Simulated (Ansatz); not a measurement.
The parent structure is GaAs in the zinc blende structure (space group F-43m, No. 216; a = 5.603 Å). Axes: x, y, z lie along the cube axes.

Computed with LDA (Ansatz, a quantum-chemistry and plane-wave program; PAW; 420 eV plane waves; without spin-orbit coupling).

Before the change:

The valley order is Γ 0.49 eV; L along ⟨111⟩ 0.92 eV; a point along ⟨100⟩, about 1.0 Å⁻¹ from Γ 1.26 eV.

Perturbation: the cell is stretched by 0.50 % along z with no lateral relaxation, atoms relaxed at fixed cell.

### Question
Predict the new valley order and stress.

### Answer
The valley order (the lowest conduction-band minima on the path, energy above the VBM, named in the base's zone) goes from Γ 0.49 eV; L along ⟨111⟩ 0.92 eV; a point along ⟨100⟩, about 1.0 Å⁻¹ from Γ 1.26 eV to Γ 0.44 eV; L along [111] 0.90 eV; a point along [010], about 1.0 Å⁻¹ from Γ 1.25 eV; a point along [001], about 1.0 Å⁻¹ from Γ 1.29 eV; the stress (xx, yy, zz, yz, xz, xy; compression positive) comes out as (-0.25, -0.25, -0.57, 0.00, 0.00, 0.00) GPa.

The levels and masses belong to the bands next to the band gap. The cells carry an imposed strain or load. No phonon test of stability was made.
